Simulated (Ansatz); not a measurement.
Consider the following.

End structure of a constructed model of the (110) surface of bcc Mo, a pseudomorphic layer of Sn in the host's stacking (bottom of the slab: a bare face, its two planes held):

```xyz
7
Lattice="2.7373 0.0000 0.0000 -0.9124 2.5808 0.0000 0.0000 0.0000 30.0000" Properties=species:S:1:pos:R:3 pbc="T T T"
Mo     0.9124     1.2904     8.1081
Mo     0.0000     0.0000    10.3431
Mo     0.9124     1.2904    12.5783
Mo     0.0000     0.0000    14.8194
Mo     0.9124     1.2904    17.0494
Mo     0.0000     0.0000    19.2614
Sn     0.9124     1.2904    21.7610
```

Model: 7-atom slab, 13.8 Å thick at the start with caps and adatoms (thin: gaps and levels are the slab's own), 14x14x1 mesh, Fermi-Dirac 0.1 eV, dipole correction, single point; on the structure that PBE left under its start's symmetry; no spin, no spin-orbit, no U. It is one candidate, not shown to be the stable structure of the face.

Predict the work function of the top face from Ansatz (a program for electronic structure) with r2SCAN, at the PBE geometry.

4.19 eV
